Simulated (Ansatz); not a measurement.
Consider ZnAg in the CsCl type structure (space group Pm-3m, No. 221; a = 3.1178 Å; relaxed with 0.1 eV smearing). Axes: x, y, z lie along the cube axes.

The values are results of DFT with PBEsol, PAW potentials and a 420 eV plane-wave cutoff in Ansatz (a program for electronic structure), scalar-relativistic without spin-orbit coupling, not measurements.

Base values:

Shortest interatomic distance: 2.700 Å
Pressure: 0.0 GPa

Modification: biaxial strain −0.53 %, plane normal [001], relaxed out of plane (Cartesian); in-plane vectors clamped, the third vector and the atoms free.

Q: What happens to the shortest interatomic distance?

A: The shortest interatomic distance is nearly the same (2.700 Å against 2.699 Å).

Q: What does the calculation give for the pressure after the change?

A: The pressure (mean of the normal stresses, compression positive) goes from zero to 0.2 GPa.

No phonon test of stability was made.
